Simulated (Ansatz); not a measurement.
The reference is NbP in the CsCl type structure (space group Pm-3m, No. 221; a = 3.110 Å; a hypothetical phase, not in the database extracts checked; relaxed with 0.1 eV smearing). Axes: x, y, z lie along the cube axes.

Computed with Ansatz (an electronic-structure program) PBE, spin-orbit coupling left out.

For the base:

```
Property           Result
---------------  --------
Volume per atom  15.04 Å³
```

Modification: biaxial strain +0.88 %, plane normal [111], relaxed out of plane (Cartesian); in-plane vectors clamped, the third vector and the atoms free.

Problem. What happens to the volume per atom and in-plane stress?

Solution. The volume per atom rises by 0.18 Å³ (15.04 Å³ → 15.22 Å³); the mean in-plane stress (compression positive) comes out as -3.3 GPa.

No phonon test of stability was made. The final runs are not spin-polarised.
